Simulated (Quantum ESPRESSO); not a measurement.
Quantum ESPRESSO 7.5, DFT, PBE, plane waves, PseudoDojo 0.5 standard norm-conserving PBE (local tails restored to the Coulomb form): 3C-SiC, 2 atoms. Basis and mesh were picked for this test and aren't claimed converged.

```fortran
&CONTROL
  calculation = 'scf'
  pseudo_dir = './pseudo'
  outdir = './out'
  tprnfor = .true.
  tstress = .false.
  disk_io = 'low'
/
&SYSTEM
  ibrav = 0
  nat = 2
  ntyp = 2
  ecutwfc = 82.0
  ecutrho = 328.0
  occupations = 'fixed'
/
&ELECTRONS
  conv_thr = 1e-12
/
ATOMIC_SPECIES
Si 28.0850 Si.upf
C 12.0110 C.upf
CELL_PARAMETERS angstrom
  0.000000000000   2.180000000000   2.180000000000
  2.180000000000   0.000000000000   2.180000000000
  2.180000000000   2.180000000000   0.000000000000
ATOMIC_POSITIONS crystal
Si   0.000000000000   0.000000000000   0.000000000000
C   0.250000000000   0.250000000000   0.250000000000
K_POINTS automatic
10 10 10 0 0 0
```

```fortran
phonons
&INPUTPH
  outdir = './out'
  tr2_ph = 1e-14
/
0 0 0
```

The program reports k-points computed: 47.

Machine: one whole node, Intel Xeon 6 (Granite Rapids), 96 cores on 1 socket, 2 hardware threads a core, 3 L3 cache groups, 3 NUMA nodes.

Each time is the median wall time of two to five repeats, run one at a time on the otherwise empty machine; start-up is included. Unless noted, each process is bound to its own block of adjacent cores. The build: conda-forge: Open MPI 5.0, OpenMP, OpenBLAS 0.3.34 (pthreads), FFTW, ScaLAPACK, ELPA; another build can shift the numbers. Scratch files lie in a memory file system. A preparatory run goes ahead and isn't timed.

Started as
```bash
# ahead of the timed run: OMP_NUM_THREADS=1 mpirun -np 16 pw.x -nk 16 -in first.in
OMP_NUM_THREADS=1 mpirun -np 16 ph.x -nk 16 -in ph.in
```
(16 ranks, -nk 16) it takes 3.8 s and 10 response iterations (all representations).

Problem. Predict the time once the run is changed to -nk 1.

Solution. About 6.9 s (3 runs within 1 %): 1.8× as long. The largest move is in solving the linear systems (cgsolve): 1.6 s to 4.8 s. Change in the result: frequencies (largest shift) 0.0012 cm⁻¹, the acoustic modes at q = 0 (no sum rule applied; largest shift) 0.042 cm⁻¹.
